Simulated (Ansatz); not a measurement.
We consider WSe2 (within 0.1 Å of P6₃/mmc, No. 194, 12 atoms in the cell; start mp-1028698), described by PBEsol (plane waves, PAW; Ansatz, a quantum-chemistry and plane-wave program).

Input file:

Ansatz 0.2 input:
```yaml
crystal:
  lattice:
    - [3.2790914423, 0.0, 0.0]
    - [-1.6395457212, 2.8397764904, 0.0]
    - [0.0, 0.0, 25.5754473245]
  atoms:
    - { symbol: W, position: [0.6666666667, 0.3333333333, 0.8749787807] }
    - { symbol: W, position: [0.3333333333, 0.6666666667, 0.1250212193] }
    - { symbol: W, position: [0.6666666667, 0.3333333333, 0.3750222251] }
    - { symbol: W, position: [0.3333333333, 0.6666666667, 0.6249777749] }
    - { symbol: Se, position: [0.3333333333, 0.6666666667, 0.9408276239] }
    - { symbol: Se, position: [0.6666666667, 0.3333333333, 0.0591723761] }
    - { symbol: Se, position: [0.3333333333, 0.6666666667, 0.440874452] }
    - { symbol: Se, position: [0.6666666667, 0.3333333333, 0.559125548] }
    - { symbol: Se, position: [0.6666666667, 0.3333333333, 0.6908290888] }
    - { symbol: Se, position: [0.3333333333, 0.6666666667, 0.3091709112] }
    - { symbol: Se, position: [0.6666666667, 0.3333333333, 0.1908712943] }
    - { symbol: Se, position: [0.3333333333, 0.6666666667, 0.8091287057] }
basis:
  ecutwfc: 520
  ecutrho_ratio: 4
  xc_grid: 2
kpoints:
  mp_grid: { grid: [12, 12, 2] }
  band_path:
    path:
      - [0.0, 0.0, 0.0]
      - [0.045455, 0.0, 0.0]
      - [0.090909, 0.0, 0.0]
      - [0.136364, 0.0, 0.0]
      - [0.181818, 0.0, 0.0]
      - [0.227273, 0.0, 0.0]
      - [0.272727, 0.0, 0.0]
      - [0.318182, 0.0, 0.0]
      - [0.363636, 0.0, 0.0]
      - [0.409091, 0.0, 0.0]
      - [0.454545, 0.0, 0.0]
      - [0.5, 0.0, 0.0]
      - [0.472222, 0.055556, 0.0]
      - [0.444444, 0.111111, 0.0]
      - [0.416667, 0.166667, 0.0]
      - [0.388889, 0.222222, 0.0]
      - [0.361111, 0.277778, 0.0]
      - [0.333333, 0.333333, 0.0]
      - [0.307692, 0.307692, 0.0]
      - [0.282051, 0.282051, 0.0]
      - [0.25641, 0.25641, 0.0]
      - [0.230769, 0.230769, 0.0]
      - [0.205128, 0.205128, 0.0]
      - [0.179487, 0.179487, 0.0]
      - [0.153846, 0.153846, 0.0]
      - [0.128205, 0.128205, 0.0]
      - [0.102564, 0.102564, 0.0]
      - [0.076923, 0.076923, 0.0]
      - [0.051282, 0.051282, 0.0]
      - [0.025641, 0.025641, 0.0]
      - [0.0, 0.0, 0.5]
      - [0.045455, 0.0, 0.5]
      - [0.090909, 0.0, 0.5]
      - [0.136364, 0.0, 0.5]
      - [0.181818, 0.0, 0.5]
      - [0.227273, 0.0, 0.5]
      - [0.272727, 0.0, 0.5]
      - [0.318182, 0.0, 0.5]
      - [0.363636, 0.0, 0.5]
      - [0.409091, 0.0, 0.5]
      - [0.454545, 0.0, 0.5]
      - [0.5, 0.0, 0.5]
      - [0.472222, 0.055556, 0.5]
      - [0.444444, 0.111111, 0.5]
      - [0.416667, 0.166667, 0.5]
      - [0.388889, 0.222222, 0.5]
      - [0.361111, 0.277778, 0.5]
      - [0.333333, 0.333333, 0.5]
      - [0.307692, 0.307692, 0.5]
      - [0.282051, 0.282051, 0.5]
      - [0.25641, 0.25641, 0.5]
      - [0.230769, 0.230769, 0.5]
      - [0.205128, 0.205128, 0.5]
      - [0.179487, 0.179487, 0.5]
      - [0.153846, 0.153846, 0.5]
      - [0.128205, 0.128205, 0.5]
      - [0.102564, 0.102564, 0.5]
      - [0.076923, 0.076923, 0.5]
      - [0.051282, 0.051282, 0.5]
      - [0.025641, 0.025641, 0.5]
    npoints: 1
hamiltonian:
  xc: pbesol
  dispersion: none
  pseudopotentials: { kind: paw }
scf:
  occupations: { method: fermi_dirac, width: 0.01 }
  convergence: { dr2_threshold: 0.0000000012 }
output:
  forces: true
  stress: true
  eigenvalues: true
  write_bands: true
```

Problem. How many irreducible k-points, plane waves at Γ does the program set up, and what pressure does the run end with?

Solution. 38 irreducible k-points, 6311 plane waves at Γ; P = -1.15 GPa, so the cell is stretched on average and its volume would shrink at this level.

The run printed, among other lines:

```
Crystal: 12 atoms, lattice volume = 238.156 Å³
Basis set: ecut = 520 eV, 6311 PW (Γ), exchange–correlation on 50×50×384 points (8 copies of the dense FFT grid, shifted against one another)
Bands: 111, of which v1, the nominal top of the filled ones, is band 92 counted from 1 (91 counted from 0)
Symmetry: 12 space group operations
Space group: P-3m1 (ITA 164), of the structure as read, at distance tolerance 6.2e-5 Å
k-points: 38 of 288
Functional: x = pbesol(κ = 0.804, μ = 0.12345679012345678), c = pbesol(β = 0.046)
SCF iter   1: F=—  HF=-84427.015910 eV  |F-HF|=—  |Δ(HF+E_count)|=         —  Δρ=4.81e-3  dr2=2.35e-2
SCF iter   2: F=—  HF=-84427.023790 eV  |F-HF|=—  |Δ(HF+E_count)|=   7.88e-3  Δρ=2.70e-3  dr2=6.53e-3
  ...
SCF iter   9: F=—  HF=-84427.029094 eV  |F-HF|=—  |Δ(HF+E_count)|=   6.53e-9  Δρ=9.15e-7  dr2=7.35e-9
SCF iter  10: F=-84427.029094 eV  HF=-84427.029094 eV  |F-HF|=2.04e-10  |Δ(HF+E_count)|=  9.60e-10  Δρ=2.16e-7  dr2=3.74e-10
SCF 1 converged in 10 iterations: F = -84427.029094 eV  dr2 = 3.74e-10
SCF converged after 10 iterations
Free energy (F): -84427.029094 eV
Internal energy: -84427.029094 eV  (E = F + TS)
E sigma→0 (E₀):  -84427.029094 eV
Fermi energy:    13.624977 eV
--- Forces (eV/Å), atoms counted from 1 ---
  atom   1  W      0.00000000    -0.00000000    -0.00025029
  atom   2  W     -0.00000000     0.00000000     0.00025029
  atom   3  W      0.00000000    -0.00000000     0.00011261
  atom   4  W     -0.00000000     0.00000000    -0.00011261
  atom   5  Se     0.00000000     0.00000000    -0.28307825
  atom   6  Se     0.00000000    -0.00000000     0.28307825
  atom   7  Se    -0.00000000     0.00000000    -0.28538828
  atom   8  Se     0.00000000    -0.00000000     0.28538828
  atom   9  Se     0.00000000    -0.00000000    -0.28458645
  atom  10  Se    -0.00000000     0.00000000     0.28458645
  atom  11  Se     0.00000000    -0.00000000    -0.28396098
  atom  12  Se    -0.00000000     0.00000000     0.28396098
--- Stress (GPa, compression-positive) ---
       -1.192169       0.000000       0.000000
        0.000000      -1.192169      -0.000000
        0.000000      -0.000000      -1.062258
  P = ⅓ Tr σ = -1.1489 GPa (-11.489 kbar)
```

The PAW data were made under PBE.

Note: cell and atoms aren't relaxed at this level (largest force component 0.29 eV/Å, pressure -1.1 GPa). Note: the cell has widely spaced layers and the level no dispersion term, so their spacing and the moduli can rest on weak binding.

A start named mp-… is a Materials Project structure, which need not be a measured phase.
